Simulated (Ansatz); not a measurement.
# Several settings converged on KF (Fm-3m, 2 atoms in the cell)

```yaml
crystal:
  lattice:
    - [0.00000, 2.68838, 2.68838]
    - [2.68838, 0.00000, 2.68838]
    - [2.68838, 2.68838, 0.00000]
  atoms:
    - { symbol: K, position: [0.00000, 0.00000, 0.00000] }
    - { symbol: F, position: [0.50000, 0.50000, 0.50000] }
```

Base method: PBE (plane waves, PAW; Ansatz, an electronic-structure program).

Base settings: basis.ecutwfc = 30.9 Ry; kpoints.mp_grid.grid = 8 8 8; hamiltonian.xc = pbe; hamiltonian.pseudopotentials = {kind: paw} (the program's default PAW files); scf.occupations.method = fermi_dirac; scf.occupations.width = 0.0037 Ry.

Core times come from one kind of shared machine, to one figure; runs under 30 s give none.

**Zone-centre phonons against the SCF threshold**

In this ladder: scf.occupations.method = fixed; scf.occupations.width = default; phonons.method = dfpt; phonons.dielectric = true; phonons.rigid_motions = translations.

The mesh stays at the base's, so the ladder's end is converged at best in this setting alone.

Only quantities that move along the ladder and can be compared are tabulated.

ε∞ and Born charges come from denser meshes that the program picks itself.

```csv
scf.convergence.dr2_threshold,largest Born charge (mean of the diagonal) (e)
0.001 eV,1.201
1e-05 eV,1.136
1e-07 eV,1.136
1e-09 eV,1.136
1e-11 eV,1.136
```

Coarsest scf.convergence.dr2_threshold that holds the largest Born charge (mean of the diagonal) within 0.05 e of the last step, with all finer ones: 1e-05 eV; the step before is off by 0.066 e.

**The q mesh of the phonons**

In this ladder: kpoints.mp_grid.grid = 12 12 12; scf.occupations.method = fixed; scf.occupations.width = default; phonons.method = dfpt; phonons.dielectric = true; phonons.rigid_motions = translations.

Only quantities that move along the ladder and can be compared are tabulated.

Thermal sums run over frequencies interpolated from this q mesh.

```csv
phonons.qmesh,zero-point energy (meV/atom),vibrational free energy at 300 K (meV/atom),core time / last (rough)
1 1 1,26.36,-29.26,0.07
2 2 2,29.34,-24.32,0.2
3 3 3,29.33,-24.57,0.4
4 4 4,29.34,-24.44,1
```

Coarsest phonons.qmesh that holds the vibrational free energy at 300 K within 1 meV/atom of the last step, with all finer ones: 2 2 2, at about 0.2 of the last step's time; the step before is off by 4.8 meV/atom.

Coarsest phonons.qmesh that holds the zero-point energy within 0.2 meV/atom of the last step, with all finer ones: 2 2 2, at about 0.2 of the last step's time; the step before is off by 3.0 meV/atom.

On the base run: the starting cell has typed, rounded lattice constants, without a prior relaxation at this level. Its lattice was rescaled by up to half a per cent.

Keys are those of Ansatz 0.2.
